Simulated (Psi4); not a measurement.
Psi4 1.11, HF/def2-svp: Se(Cl)4 (Cl[Se](Cl)(Cl)Cl), 5 atoms. The geometry is a generated start, not checked to be a minimum at this level.

```yaml
task: energy
method: scf
basis: def2-svp
memory: 3 GB
maxiter: 100
keys_of_the_molecule_block: symmetry c1
scf_type: df (default)
scf_initial_accelerator: adiis (default)
e_convergence: 1e-06 (default)
d_convergence: 1e-06 (default)
basis_functions: 104
```

```xyz
5

Se    -0.0002    -0.0063     0.5272
Cl     1.0553    -1.3248    -0.7582
Cl     1.8188     1.4446     0.5055
Cl    -1.0428     1.3283    -0.7477
Cl    -1.8311    -1.4418     0.4733
```

With the defaults (damping_percentage = 0, level_shift = 0, level_shift_cutoff = 0.01, guess = auto, which took SAD, soscf = false, soscf_start_convergence = 0.01, diis_start = 1, diis_max_vecs = 10) it converges in 8 SCF iterations. One run each on 2 threads, with these changes:
- damping_percentage = 60
- level_shift = 0.5, level_shift_cutoff = 0.001
- soscf = true, soscf_start_convergence = 0.1
- level_shift = 0.1, level_shift_cutoff = 0.001
- guess = huckel
- diis_start = 4
- diis_max_vecs = 6
- guess = modhuckel
- guess = sapgau

**Question.** Name the settings that don't reach the solution of the defaults.

**Answer.** No convergence: damping_percentage = 60 (the run ends without SCF convergence in 100 iterations). The rest reach the solution of the defaults.

```tsv
setting	SCF iterations	JK calls	end
soscf = true, soscf_start_convergence = 0.1	5	16	same solution
the defaults	8	9	same solution
diis_max_vecs = 6	8	9	same solution
level_shift = 0.1, level_shift_cutoff = 0.001	9	10	same solution
guess = sapgau	9	9	same solution
guess = modhuckel	9	23	same solution
guess = huckel	9	23	same solution
level_shift = 0.5, level_shift_cutoff = 0.001	9	10	same solution
diis_start = 4	9	10	same solution
damping_percentage = 60	100	101	no convergence
```

An SOSCF iteration holds several JK calls; a Hückel guess adds calls on atoms.
